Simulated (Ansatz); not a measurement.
Phonon-limited transport in metals: compounds that share space group Pm-3m and stoichiometry, PBEsol, DFPT electron-phonon coupling, linearised Boltzmann equation (Ansatz, a quantum-chemistry and plane-wave program); geometry: relaxed with this functional, without spin-orbit coupling.

```json
[
 {"Compound": "LaTl", "volume per atom (Å³)": "30.1", "resistivity at 300 K": "69 μΩ·cm", "mean free path at 300 K": "4.8 nm"},
 {"Compound": "CuZn", "volume per atom (Å³)": "12.3", "resistivity at 300 K": "4.4 μΩ·cm", "mean free path at 300 K": "17.1 nm"},
 {"Compound": "MgAu", "volume per atom (Å³)": "17.3", "resistivity at 300 K": "[?]", "mean free path at 300 K": "16.6 nm"},
 {"Compound": "NiGa", "volume per atom (Å³)": "11.9", "resistivity at 300 K": "11.5 μΩ·cm", "mean free path at 300 K": "8.6 nm"},
 {"Compound": "ScCu", "volume per atom (Å³)": "16.5", "resistivity at 300 K": "22 μΩ·cm", "mean free path at 300 K": "4.6 nm"},
 {"Compound": "LuZn", "volume per atom (Å³)": "20.2", "resistivity at 300 K": "[?]", "mean free path at 300 K": "3.9 nm"},
 {"Compound": "TiRu", "volume per atom (Å³)": "14.1", "resistivity at 300 K": "[?]", "mean free path at 300 K": "34 nm"},
 {"Compound": "MgTl", "volume per atom (Å³)": "23.6", "resistivity at 300 K": "[?]", "mean free path at 300 K": "10.2 nm"}
]
```

Question: What belongs in the gaps?

Answer: 
- MgAu, resistivity at 300 K: 5.7 μΩ·cm
- LuZn, resistivity at 300 K: 30 μΩ·cm
- TiRu, resistivity at 300 K: 5.2 μΩ·cm
- MgTl, resistivity at 300 K: 9.3 μΩ·cm

Metals; harmonic phonons alone scatter; means over directions. The mean free path is weighted by the current that each state carries. Halving the electron mesh moves these values by up to 12 %; q meshes are mostly untested. Some of the runs warned that the eigensolver left states short of its tolerance. Spin-orbit coupling is left out.

Formula and space group known from diffraction (Crystallography Open Database), not checked to be the room-temperature form: LaTl (Pm-3m), LuZn (Pm-3m), MgAu (Pm-3m), MgTl (Pm-3m), NiGa (Pm-3m), ScCu (Pm-3m), TiRu (Pm-3m). Treated as nonmagnetic (a ferromagnetic start lost its moment, other orders weren't tried): NiGa (Pm-3m). The missing spin-orbit coupling matters most for LaTl (Pm-3m), LuZn (Pm-3m), MgAu (Pm-3m), MgTl (Pm-3m).
